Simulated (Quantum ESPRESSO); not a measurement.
Quick settings and what they miss: HfTi (P-6m2, 2 atoms in the cell)

Self-consistent single point.

```
CELL_PARAMETERS angstrom
      3.13985     0.00000     0.00000
     -1.56993     2.71919     0.00000
      0.00000     0.00000     4.91329
ATOMIC_POSITIONS crystal
  Hf 0.66667 0.33333 0.50000
  Ti 0.33333 0.66667 0.00000
```

Computed with PBEsol, PseudoDojo standard norm-conserving (PBESOL) pseudopotentials (plane waves; Quantum ESPRESSO 7.5).

Base settings: ecutwfc = 85 Ry; occupations = smearing; smearing = fermi-dirac; degauss = 0.0099958 Ry; potentials = {Hf: Hf.upf, Ti: Ti.upf}; K_POINTS = automatic 8 8 5 0 0 0; conv_thr = 1e-10 Ry.

Tight run (finer mesh or higher cutoff; not a proven limit): ecutwfc: 85 Ry → 119 Ry; conv_thr: 1e-10 Ry → 7.3e-11 Ry; K_POINTS: automatic 8 8 5 0 0 0 → automatic 11 11 7 0 0 0. It gave Fermi level (on the code's own zero) 13.03 eV; pressure -7.70 GPa.

Quick runs, as changes from the base:
- A: the base itself
- B: ecutwfc: 85 Ry → 68 Ry; K_POINTS: automatic 8 8 5 0 0 0 → automatic 6 6 6 1 1 1; potentials: PseudoDojo standard norm-conserving (LDA) [LDA (PW92)]
- C: ecutwfc: 85 Ry → 68 Ry; conv_thr: 1e-10 Ry → 7.3e-05 Ry; K_POINTS: automatic 8 8 5 0 0 0 → automatic 2 2 2 0 0 0
- D: ecutwfc: 85 Ry → 51 Ry; smearing: fermi-dirac → gaussian; conv_thr: 1e-10 Ry → 7.3e-06 Ry; K_POINTS: automatic 8 8 5 0 0 0 → automatic 6 6 6 0 0 0
- E: ecutwfc: 85 Ry → 59 Ry; smearing: fermi-dirac → marzari-vanderbilt; K_POINTS: automatic 8 8 5 0 0 0 → automatic 8 8 8 1 1 1
- F: ecutwfc: 85 Ry → 42 Ry; conv_thr: 1e-10 Ry → 7.3e-05 Ry; K_POINTS: automatic 8 8 5 0 0 0 → automatic 4 4 4 0 0 0; potentials: PseudoDojo standard norm-conserving (LDA) [LDA (PW92)]

Energies are extrapolated to zero smearing width, which holds to low order in the width alone (under cold and Methfessel-Paxton smearing the free energy itself is taken).

Dashes: energy of B, F, another energy zero; pressure of C, D, F, not trusted under this conv_thr with d or f elements.

† marks runs with another functional, U, potentials or spin treatment: their distance from the tight run is not a convergence error alone.

The count of work is k-points × plane waves × bands × iterations; it is no time. 

The starting cell comes from a database of computed structures (which also holds hypothetical and non-ambient phases and stackings), without a prior relaxation at this level. Its lattice was rescaled by a random factor within 2.5 % of one. Spin polarisation is off. In the base run, with a pressure of about -8 GPa the cell is away from its equilibrium volume at this level.

```csv
run,energy less tight (meV/atom),pressure less tight (GPa),count of work / tight
A,0.2,0.01,0.28
B†,–,-5.11,0.29
C,-326.9,–,0.017
D,264.9,–,0.090
E,55.6,-3.94,0.48
F†,–,–,0.022
```

Among the runs at the tight run's level, the energy misses run from 0.2 to 326.9 meV/atom.
